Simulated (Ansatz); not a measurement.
The starting structures come from a database of crystals and need not be the phases stable at ambient conditions.

Tunnelling through a barrier is set by its complex band structure: the current falls as exp(−2κd) with the smallest κ.

Here is the system:

```
La2S3
1.0
    4.15835     0.00000     0.00000
    0.00000     7.62781     0.00000
    0.00000     0.00000    15.89540
La S
8 12
Direct
  0.75000   0.14618   0.79525
  0.25000   0.85382   0.20475
  0.25000   0.35382   0.29525
  0.75000   0.64618   0.70475
  0.75000   0.76424   0.45585
  0.25000   0.23576   0.54415
  0.25000   0.73576   0.95585
  0.75000   0.26424   0.04415
  0.75000   0.37122   0.43299
  0.25000   0.62878   0.56701
  0.25000   0.12878   0.93299
  0.75000   0.87122   0.06701
  0.75000   0.14568   0.21957
  0.25000   0.85432   0.78043
  0.25000   0.35432   0.71957
  0.75000   0.64568   0.28043
  0.25000   0.48825   0.10950
  0.75000   0.51175   0.89050
  0.75000   0.01175   0.60950
  0.25000   0.98825   0.39050
```

Space group of this cell: Pnma. The cell is taken as given.

Transport runs along the normal of the first two printed cell vectors.

The gap is the functional's own. No spin-orbit coupling. Mid-gap values are interpolated on the energy grid.

### Question
Estimate the band gap and the smallest decay constant κ at mid-gap that r2SCAN run with Ansatz (an electronic-structure program) returns for this system.

### Answer
Gap 1.34 eV on a 8×4×2 mesh; κ = 0.223 1/Å, at the zone centre.
